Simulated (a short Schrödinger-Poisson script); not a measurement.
Structure: gated Al0.2Ga0.8As/GaAs modulation-doped gas in a quantum well, at 300 K.

```
layer      material  thickness (nm)  Nd (cm⁻³)  Na (cm⁻³)
-----  ------------  --------------  ---------  ---------
1      Al0.2Ga0.8As               8          -          -
2      Al0.2Ga0.8As              20     7.4e17          -
3      Al0.2Ga0.8As              40          -          -
4              GaAs              20          -          -
5      Al0.2Ga0.8As            4000          -       7e15
```

The device is made up for the run: typed textbook-type constants, with dimensions and the other settings drawn at random. Al0.2Ga0.8As: permittivity 12.33, conduction-band edge (eV) 0.158, gap (eV) 1.673, electron mass (mₑ) 0.0836, Nv at 300 K (cm⁻³) 9e18. GaAs: permittivity 12.9, conduction-band edge (eV) 0, gap (eV) 1.424, Nv at 300 K (cm⁻³) 9e18.

Channel valleys (confinement mass, in-plane density-of-states mass, number): Γ 0.067, 0.067, 1. At the gate the conduction-band edge of layer 1 lies 0.91 eV − eVg above the Fermi level of the channel; the field vanishes at the back. The barrier under the gate holds no holes. Gaps are held at their typed values at every temperature. Mesh 0.08 nm at interfaces.

From a short Schrödinger-Poisson script (our own, NumPy): 1D Poisson equation in equilibrium, electrons quantum, Hartree (BenDaniel-Duke, 40 states a valley, the channel's in-plane mass for all, wave functions free to enter the barrier), parabolic valleys, classical holes, full ionisation, no traps, pinning or gate leakage.

The same stack at other levels of the model or other numerical settings:

| run | sheet density of all electrons at Vg = 0.5 V (cm⁻²) | rough cost against the base |
|---|---|---|
| base | 3.07e9 | about 1 |
| electrons treated as classical, Boltzmann | 3.98e9 | 0.02 |
| electrons treated as classical, Fermi-Dirac | 3.98e9 | 0.1 |
| electrons treated as quantum, Hartree plus LDA exchange-correlation | 3.26e9 | about 1 |
| mesh six times as coarse | 3.08e9 | 0.2 |
| one subband a valley | 1.85e9 | 0.2 |

The classical rows ignore confinement, and Boltzmann statistics overrate the density once the band edge passes the Fermi level.
